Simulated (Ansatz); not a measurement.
System: rock-salt NaH. Method: r²SCAN (Ansatz, a program for electronic structure, PAW).

Settings: plane-wave cutoff 560 eV, 12×12×12 k mesh, Fermi–Dirac smearing 0.01 eV, scalar-relativistic PAW data made under PBE.

Computed at the level's own relaxed cell.

```
NaH
1.0
    0.00000     2.39728     2.39728
    2.39728     0.00000     2.39728
    2.39728     2.39728     0.00000
Na H
1 1
Direct
  0.00000   0.00000   0.00000
  0.50000   0.50000   0.50000
```

Task: List the 5 lowest band energies at Γ above −25 eV (eV, relative to the valence band maximum), grouping those that round alike.

Result: At Γ: -22.77 (×3), -3.64, 11.63.

Note: the run warned that its SCF threshold was loose for the stress.
